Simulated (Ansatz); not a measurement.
The parent structure is GaSb in the zinc blende structure (space group F-43m, No. 216; a = 6.1115 Å). Axes: x, y, z lie along the cube axes.

Computed with PBEsol, PAW, 420 eV (Ansatz, an electronic-structure program; scalar-relativistic without spin-orbit coupling).

For the base:

Pressure: 0.0 GPa
Shortest interatomic distance: 2.646 Å

It is then changed as follows: uniaxial strain ε_zz = −1.50 %, all other strain components held at zero, atoms relaxed at fixed cell.

Task: What happens to the energy relative to the base, pressure and shortest interatomic distance?

Result: The energy goes up by 1.6 meV/atom; the pressure (mean of the normal stresses, compression positive) goes from zero to 0.8 GPa; the shortest interatomic distance falls by 0.013 Å, from 2.646 Å to 2.633 Å.

No phonon test of stability was made. The final runs are not spin-polarised. Gaps under 0.05 eV, about the width of the smearing, are given as zero.
